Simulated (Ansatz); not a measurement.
## CsCl-type YIr

These are PBEsol (Ansatz, a first-principles code, plane waves, PAW) values and carry that method's errors.

Numerical settings: plane-wave cutoff 500 eV, 16×16×16 k mesh, Fermi–Dirac smearing 0.1 eV, no spin polarisation, scalar-relativistic PAW data made under PBE.

Cell: relaxed at this level.

* **equilibrium volume per atom**: 19.40 Å³/atom
* **lattice parameter a**: 3.386 Å
* **band gap**: zero (no gap)

Spin–orbit coupling is not included.

The computed numbers hold no vibrational or temperature effects.

The result took very roughly 30 core-seconds.
